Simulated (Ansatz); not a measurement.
Consider HfB2 (space group P6/mmm, No. 191; a = 3.128 Å, c = 3.446 Å; relaxed with 0.1 eV smearing). Axes: x lies along a and z along c of the hexagonal cell.

The values are results of PBEsol in Ansatz (plane waves to 420 eV, PAW, scalar-relativistic without spin-orbit coupling), not measurements.

For the base:

The pressure comes out as 0.0 GPa.

Now apply this change: compressive biaxial strain of 1.00 % in the plane normal to [001], as in epitaxy on a mismatched substrate; the out-of-plane cell vector and the atoms relax.

Q: Estimate the effect on the out-of-plane strain.

A: The out-of-plane strain amounts to +0.55 %.

Q: What happens to the pressure?

A: The pressure (mean of the normal stresses, compression positive) goes from zero to 4.3 GPa.

Stability against distortions was not tested. All final runs are without spin polarisation.

Ansatz is a quantum-chemistry and plane-wave program.
